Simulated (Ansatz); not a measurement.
Base system: GaN in the wurtzite structure (space group P6_3mc, No. 186; a = 3.219 Å, c = 5.244 Å). Axes: x lies along a and z along c of the hexagonal cell.

(Cell as relaxed with PBE.)

Levels (all Ansatz, a quantum-chemistry and plane-wave program, PAW, earlier PAW set): PBE (420 eV, scalar-relativistic without spin-orbit coupling); r2SCAN (500 eV, no SOC).

Each level relaxes its own structure.

| base | PBE | r2SCAN |
|---|---|---|
| volume per atom | 11.76 Å³ | 11.37 Å³ |
| lattice parameter a | 6.082 bohr | 6.016 bohr |
| band gap | 1.71 eV | 2.35 eV |

Perturbation: uniaxial strain ε_yy = +0.16 %, all other strain components held at zero, atoms relaxed at fixed cell.

| quantity | PBE | r2SCAN |
|---|---|---|
| band gap | 1.70 eV | (withheld) |
| electron mass | 0.14 mₑ along z, 0.16 mₑ across (at Γ) | (withheld) |
| stress (xx, yy, zz, yz, xz, xy; compression positive) | (-0.18, -0.51, -0.12, 0.00, 0.00, 0.00) GPa | (withheld) |

**Question.** Given the PBE results, estimate those of r2SCAN.

**Answer.** 
- band gap, r2SCAN: 2.34 eV
- electron mass, r2SCAN: 0.17 mₑ along z, 0.19 mₑ across (at Γ)
- stress (xx, yy, zz, yz, xz, xy; compression positive), r2SCAN: (-0.21, -0.58, -0.15, 0.00, 0.00, 0.00) GPa

PBE's band gap lies 0.64 eV below r2SCAN's. Neither level is exact; r2SCAN is the comparison here, not a measurement.

Masses are band curvatures over ±0.01 Å⁻¹ around the edge. No phonon test of stability was made.
